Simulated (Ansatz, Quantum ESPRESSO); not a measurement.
# Ir (Fm-3m, 1 atom in the cell) computed with different codes at matched settings

Self-consistent single point.

```
Ir
1.0
    0.00000     1.95067     1.95067
    1.95067     0.00000     1.95067
    1.95067     1.95067     0.00000
Ir
1
Direct
  0.00000   0.00000   0.00000
```

Shared settings, as Ansatz (an electronic-structure program) writes them: kpoints.mp_grid.grid = 14 14 14; magnetization.spin_orbit = true; scf.occupations.method = gaussian; scf.occupations.width = 0.01 Ry. Potentials and cutoffs stand in the table.

```json
[
 {"code": "Quantum ESPRESSO", "model": "PBE, spin-orbit coupling, PSlibrary fully relativistic PAW (PBE) pseudopotentials", "pressure (GPa)": "-7.32", "cutoff": "65 Ry"},
 {"code": "Ansatz", "model": "PBE with spin-orbit coupling, default PAW files", "pressure (GPa)": "-6.86", "cutoff": "default"}
]
```

The spread over the programs that give each value: pressure within 0.46 GPa.

Ansatz's pressure is given at a fixed set of plane waves, as the other plane-wave codes print theirs; with its correction for the finite basis it is -6.78 GPa.

The starting cell comes from a database of computed structures (which also holds hypothetical and non-ambient phases and stackings), without a prior relaxation at this level. Its lattice was rescaled by a random factor within 2.5 % of one.

Left out of this page: ABINIT (failed or unconverged); Elk, FLEUR and SIESTA (not drawn, or without a comparable value).

Keys are those of Ansatz 0.2.
